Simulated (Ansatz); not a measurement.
Be$_{5}$Co (F-43m), PBEsol, DFPT electron-phonon coupling, linearised Boltzmann equation (Ansatz, a program for electronic structure): phonon-limited resistivity 15.9 μΩ·cm at 300 K, 23.9 μΩ·cm at 400 K, current-weighted mean free path 6.0 nm, Drude plasma energy 4.94 eV.

Task: What Drude relaxation time do resistivity and plasma energy imply?

Result: ω_p = 7.51e15 s⁻¹, so τ = 1/(ε₀ ω_p² ρ) = 12.6 fs, a damping ħ/τ of 52.2 meV.

Task: What temperature coefficient of resistance follows, and how does it compare with 1/T?

Result: (ρ₄₀₀ − ρ₃₀₀)/(100 K × ρ₃₀₀) = 5.03×10⁻³ K⁻¹, against 1/T = 3.33×10⁻³ K⁻¹ for a resistivity proportional to T. It lies higher because phonons are still being populated at 300 K; impurities would add a constant and lower it.

Task: What is the classical skin depth at 1 GHz (nonmagnetic, μ₀ = 1.257×10⁻⁶ H/m)?

Result: δ = √(ρ/(π f μ₀)) = 6350 nm.

A metal at this level (no band gap). Only scattering by harmonic phonons is included (no impurities, grain boundaries, electron-electron scattering or thermal expansion). Spin-orbit coupling is left out. Halving the electron mesh (24x24x24) moves the resistivity by up to 2 % at 300 K, the mean free path by up to 1 %. Smearing 0.20 eV; phonons on a 4x4x4 q mesh, which this run doesn't test.

Computed structure with no diffraction record at hand here (it may be known, metastable or hypothetical): Be5Co (F-43m). Treated as nonmagnetic (a ferromagnetic start lost its moment, other orders weren't tried): Be5Co (F-43m).
